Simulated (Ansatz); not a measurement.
LaIr2 in the cubic Laves (MgCu2 type) structure (space group Fd-3m, No. 227)

LaIr2 is modelled in the cubic space group Fd-3m, origin choice 1 (No. 227), the cubic Laves (MgCu2 type) structure, Pearson symbol cF24. Conventional cell: a = 7.638 Å, b = 7.638 Å, c = 7.638 Å, α = 90.00°, β = 90.00°, γ = 90.00°. La on 8b has 12 Ir at 3.167 Å and 4 La at 3.307 Å. Ir on 16c is surrounded by 6 Ir at 2.701 Å and 6 La at 3.167 Å. (Neighbours: up to the widest gap in distance over summed covalent radii, below 1.35, at either atom.)
(The calculation used a cell of 6 atoms; values per cell refer to that cell.)

Computed with PBEsol (Ansatz, a quantum-chemistry and plane-wave program; PAW; 420 eV plane waves; no spin-orbit coupling). Settings: 11×11×11 k-points, 0.05 eV Fermi–Dirac smearing.

| Property | Result |
|---|---|
| Volume per atom | 18.57 Å³ |
| Density | 15.60 g/cm³ |
| Band gap | zero |
| Total energy | -9920.468 eV/atom (σ→0; compares only within this code and set-up) |

Stability against distortions was not tested. The final runs are not spin-polarised.
